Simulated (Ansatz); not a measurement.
Seebeck coefficient (μV/K, mean over directions) of p-type BP (F-43m) against carrier density, HSE06, rigid bands (Ansatz, an electronic-structure program). Computed gap 1.95 eV; densities at which minority carriers matter at this gap, or further valleys turn the trend, are left out. Conductivity mass 0.37 mₑ (harmonic mean over directions), N_v = 3.5e19 cm⁻³ at 300 K.

| hole density | 300 K | 500 K |
|---|---|---|
| 1e16 cm⁻³ | 913 | 979 |
| 1e17 cm⁻³ | 715 | 780 |
| 1e18 cm⁻³ | 517 | 582 |
| 3e18 cm⁻³ | [?] | 488 |
| 1e19 cm⁻³ | [?] | [?] |
| 3e19 cm⁻³ | 230 | 292 |
| 1e20 cm⁻³ | 140 | 195 |
| 3e20 cm⁻³ | 77 | 118 |
| 1e21 cm⁻³ | 35 | 58 |

### Question
What belongs in the gaps?

### Answer

- 3e18 cm⁻³, 300 K: 422
- 1e19 cm⁻³, 300 K: 320
- 1e19 cm⁻³, 500 K: 385

Rigid bands with a gap fixed in temperature, one relaxation time for all states, no polarons or phonon drag, and whether or not such doping can be reached. Spin-orbit coupling is left out; where it splits the top of the valence band, N_v and the p-type Seebeck coefficient come out somewhat high without it. Geometry: cell and atoms relaxed with PBEsol.
